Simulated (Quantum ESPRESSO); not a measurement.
Worked example: self-consistent single point of HfB₂ (P6/mmm, 3 atoms in the cell) in Quantum ESPRESSO.

Computed with PBE, spin-orbit coupling, PseudoDojo fully relativistic norm-conserving (PBE) pseudopotentials (plane waves; Quantum ESPRESSO 7.5).

```
HfB2
1.0
    3.17967     0.00000     0.00000
   -1.58984     2.75367     0.00000
    0.00000     0.00000     3.53140
Hf B
1 2
Direct
  0.00000   0.00000   0.00000
  0.33333   0.66667   0.50000
  0.66667   0.33333   0.50000
```

Reference input (self-consistent single point, DFT, PBE, plane waves, GBRV 1.5 ultrasoft (PBE) pseudopotentials): ecutwfc = 40 Ry; ecutrho = 320 Ry; occupations = smearing; smearing = fd; degauss = 0.0073499 Ry; potentials = {Hf: hf_pbe_v1.uspp.F.UPF, B: b_pbe_v1.4.uspp.F.UPF}; K_POINTS = automatic 8 8 6 0 0 0; conv_thr = 1e-10 Ry; mixing_beta = 0.7. This run's input differs from it in these lines:

```diff
@@ -14,4 +14,3 @@
    ntyp = 2
-   ecutwfc = 40
-   ecutrho = 320
+   ecutwfc = 80
    occupations = 'smearing'
@@ -19,2 +18,4 @@
    degauss = 0.0073499
+   noncolin = .true.
+   lspinorb = .true.
 /
@@ -25,4 +26,4 @@
 ATOMIC_SPECIES
-Hf   178.4900  hf_pbe_v1.uspp.F.UPF
-B     10.8100  b_pbe_v1.4.uspp.F.UPF
+Hf   178.4900  Hf.upf
+B     10.8100  B.upf
 ATOMIC_POSITIONS angstrom
```

Output, abridged:

```
     Self-consistent Calculation

     iteration #  1     ecut=    80.00 Ry     beta= 0.70

     total energy              =    -124.94285638 Ry
     estimated scf accuracy    <       0.25594471 Ry

     iteration #  2     ecut=    80.00 Ry     beta= 0.70

     total energy              =    -125.01915756 Ry
     estimated scf accuracy    <       0.16210972 Ry

     iteration #  3     ecut=    80.00 Ry     beta= 0.70

     total energy              =    -125.05235012 Ry
     estimated scf accuracy    <       0.00060614 Ry

   [... 5 blocks of this kind left out ...]

     iteration #  9     ecut=    80.00 Ry     beta= 0.70

     total energy              =    -125.05384788 Ry
     estimated scf accuracy    <          1.1E-09 Ry

     iteration # 10     ecut=    80.00 Ry     beta= 0.70
     End of self-consistent calculation

     the Fermi energy is    15.9683 ev

!    total energy              =    -125.05384788 Ry
     estimated scf accuracy    <          9.1E-11 Ry
     smearing contrib. (-TS)   =      -0.00070207 Ry
     internal energy E=F+TS    =    -125.05314581 Ry

     convergence has been achieved in  10 iterations

     Forces acting on atoms (cartesian axes, Ry/au):

     atom    1 type  1   force =    -0.00000000    0.00000000   -0.00000000
   [... zero for the other atoms too ...]

     Total force =     0.000000     Total SCF correction =     0.000000

          total   stress  (Ry/bohr**3)                   (kbar)     P=      -77.86
  -0.00054205   0.00000000   0.00000000          -79.74        0.00        0.00
   0.00000000  -0.00054205   0.00000000            0.00      -79.74        0.00
   0.00000000   0.00000000  -0.00050366            0.00        0.00      -74.09

   JOB DONE.
```

The run converged in 10 iterations. Against the reference run the pressure goes from -8.24 to -7.79 GPa. The full log also holds: “c_bands:  2 eigenvalues not converged”. The full log also holds: “c_bands:  1 eigenvalues not converged”.

The starting cell comes from a database of computed structures (which also holds hypothetical and non-ambient phases and stackings), without a prior relaxation at this level. Its lattice was rescaled by a random factor within 2.5 % of one. With a pressure of about -8 GPa the cell is away from its equilibrium volume at this level.

Cost on one core of a shared machine: roughly 70 s.
